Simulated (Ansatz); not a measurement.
Levels about the gap of amorphous Si₁₂Te₄₈ (60 atoms in a cell of 2033 Å³, 5.28 g/cm³; zone centre alone, so wide bands show as single levels with stretches between that a denser mesh fills), at the geometry that PBE relaxed, where it gives 1.2 GPa on a denser mesh. The participation number counts the atoms over which a state spreads; weights are charges in smoothed Voronoi cells. The levels come from a single point, so bond lengths are those of that geometry. Method of the levels: PBE, scalar-relativistic without spin-orbit coupling, PAW (Ansatz default set, large-core Te) (Ansatz, a program for electronic structure). Sampling: the zone centre alone; Fermi-Dirac width 0.05 eV; no spin polarisation. So small a spacing is near the smearing width and the bands' dispersion over the mesh, so it is a value of this cell and mesh.

The cell was made by melting and quenching with the CHGNet potential and then relaxed with DFT. The hot cell started wider than the set density and was brought back towards it in steps. It is the lowest in DFT energy of 4 quenches. It is a model cell: composition and starting density were chosen by hand, and all elements were melted together. No dispersion term was used. Its density started from a set value of 5.28 and ended at 5.28 g/cm³. The simulated quench (nominally 79 K/ps over its main leg) is rapid and tends to freeze in more defects than a deposited or slowly cooled glass has. A cell of this size samples the disorder only roughly. The volume was held where the preparation left it and the shape relaxed, at a PBE pressure of 1.2 GPa. Stress components on the final sampling reach 1.2 GPa. On a 2×2×2 Γ-centred mesh force components of up to 0.19 eV/Å stay, since the relaxation ran on one k-point at (1/4, 1/4, 1/4).

```json
[
 {"E - E(highest filled), eV": "-0.41", "filling": "filled", "participation number": "28.6", "largest on": "Te, 2 neighbours", "weight Te": "0.92", "weight Si": "0.08"},
 {"E - E(highest filled), eV": "-0.40", "filling": "filled", "participation number": "22.2", "largest on": "Te, 2 neighbours", "weight Te": "0.94", "weight Si": "0.06"},
 {"E - E(highest filled), eV": "-0.31", "filling": "filled", "participation number": "31.5", "largest on": "Te, 2 neighbours", "weight Te": "0.93", "weight Si": "0.07"},
 {"E - E(highest filled), eV": "-0.22", "filling": "filled", "participation number": "22.7", "largest on": "Te, 2 neighbours", "weight Te": "0.91", "weight Si": "0.09"},
 {"E - E(highest filled), eV": "-0.19", "filling": "filled", "participation number": "25.1", "largest on": "Te, 2 neighbours", "weight Te": "0.91", "weight Si": "0.09"},
 {"E - E(highest filled), eV": "-0.04", "filling": "filled", "participation number": "20.3", "largest on": "Te, 2 neighbours", "weight Te": "0.92", "weight Si": "0.08"},
 {"E - E(highest filled), eV": "0.00", "filling": "filled", "participation number": "22.1", "largest on": "Te, 2 neighbours", "weight Te": "0.93", "weight Si": "0.07"},
 {"E - E(highest filled), eV": "0.21", "filling": "empty", "participation number": "35.1", "largest on": "Te, 3 neighbours", "weight Te": "0.90", "weight Si": "0.10"},
 {"E - E(highest filled), eV": "0.34", "filling": "empty", "participation number": "34.4", "largest on": "Te, 3 neighbours", "weight Te": "0.90", "weight Si": "0.10"},
 {"E - E(highest filled), eV": "0.52", "filling": "empty", "participation number": "38.3", "largest on": "Te, 2 neighbours", "weight Te": "0.84", "weight Si": "0.16"},
 {"E - E(highest filled), eV": "0.58", "filling": "empty", "participation number": "31.8", "largest on": "Te, 3 neighbours", "weight Te": "0.87", "weight Si": "0.13"},
 {"E - E(highest filled), eV": "0.73", "filling": "empty", "participation number": "27.2", "largest on": "Te, 2 neighbours", "weight Te": "0.87", "weight Si": "0.13"},
 {"E - E(highest filled), eV": "0.74", "filling": "empty", "participation number": "34.2", "largest on": "Te, 2 neighbours", "weight Te": "0.85", "weight Si": "0.15"},
 {"E - E(highest filled), eV": "0.82", "filling": "empty", "participation number": "36.6", "largest on": "Te, 2 neighbours", "weight Te": "0.89", "weight Si": "0.11"}
]
```

Most localised among these is the filled level at -0.04 eV, on a Te atom, which has 2 neighbours (Te 2.89 Å, Te 3.14 Å).
